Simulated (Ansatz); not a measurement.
Formation energy of the bound charge states of S on the O site in monoclinic HfO2 (start: the O(2,4-fold) site; 96-site cell, 2×2×2 shifted sampling) against the Fermi level, Hf-rich (Δμ(O) = -5.19 eV, Δμ(S) = -3.08 eV, bounded by Hf2S (P6_3/mmc); only phases computed here count, gases as isolated molecules at 0 K). Method: PBE, PAW (plane waves to 420 eV; Ansatz, a quantum-chemistry and plane-wave program).

Details: 96-site cell; 2×2×2 shifted k-points; host gap 4.04 eV; charged states image-corrected; no spin–orbit coupling; energies good to tenths of an eV; flagged in the runs: a host whose relaxation on this sampling wasn't shown to rest, a strain field that reaches the edge of the cell.

Left out: charge −1 (carrier in host band states).

```json
[
 {"E_F − E_VBM (eV)": "0.00", "q = +1": "2.81", "q = 0": "3.04"},
 {"E_F − E_VBM (eV)": "0.50", "q = +1": "3.31", "q = 0": "3.04"},
 {"E_F − E_VBM (eV)": "1.01", "q = +1": "3.82", "q = 0": "3.04"},
 {"E_F − E_VBM (eV)": "1.51", "q = +1": "4.32", "q = 0": "3.04"},
 {"E_F − E_VBM (eV)": "2.02", "q = +1": "4.83", "q = 0": "3.04"},
 {"E_F − E_VBM (eV)": "2.52", "q = +1": "5.33", "q = 0": "3.04"},
 {"E_F − E_VBM (eV)": "3.03", "q = +1": "5.84", "q = 0": "3.04"},
 {"E_F − E_VBM (eV)": "3.53", "q = +1": "6.34", "q = 0": "3.04"},
 {"E_F − E_VBM (eV)": "4.04", "q = +1": "6.85", "q = 0": "3.04"}
]
```

Crossings of the lowest lines: (+1/0) at 0.23 eV.
